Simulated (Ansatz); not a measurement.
## Pressure series in ZnSe

Take ZnSe in the zinc blende structure (space group F-43m, No. 216; a = 5.665 Å) as the base.

Cell and atoms are relaxed at each pressure.

Calculations: r2SCAN in Ansatz (plane waves to 500 eV, PAW, no spin-orbit coupling).

Notes on the quantities. hole mass: degenerate bands, along [100].

| change | hole mass | lattice parameter a | band gap |
|---|---|---|---|
| base | 0.13, 0.60, 0.60 mₑ (at Γ) | 5.665 Å | 1.87 eV |
| pressure −2 GPa | 0.13, 0.63, 0.63 mₑ (at Γ) | 5.728 Å | 1.73 eV |
| pressure −1 GPa | 0.13, 0.61, 0.61 mₑ (at Γ) | 5.695 Å | 1.80 eV |
| pressure 0.3 GPa | 0.13, 0.59, 0.59 mₑ (at Γ) | 5.657 Å | 1.89 eV |
| pressure 0.7 GPa | 0.13, 0.59, 0.59 mₑ (at Γ) | 5.646 Å | 1.91 eV |
| pressure 1.5 GPa | 0.14, 0.58, 0.58 mₑ (at Γ) | 5.624 Å | 1.96 eV |
| pressure 3 GPa | 0.14, 0.57, 0.57 mₑ (at Γ) | 5.587 Å | 2.05 eV |
| pressure 5 GPa | 0.14, 0.55, 0.55 mₑ (at Γ) | 5.542 Å | 2.16 eV |
| pressure 7.5 GPa | 0.15, 0.53, 0.53 mₑ (at Γ) | 5.492 Å | 2.28 eV |
| pressure 10 GPa | 0.15, 0.51, 0.51 mₑ (at Γ) | 5.447 Å | 2.39 eV |

Load acts through the strain it causes; cell and atoms are relaxed under it. Masses are band curvatures over ±0.01 Å⁻¹ around the edge. Stability against distortions was not tested. Tetrahedral semiconductors of this kind turn to denser phases somewhere between about 1 and 50 GPa; those were not computed, so compressed cells here can lie past the real transition.

Ansatz is a program for electronic structure.
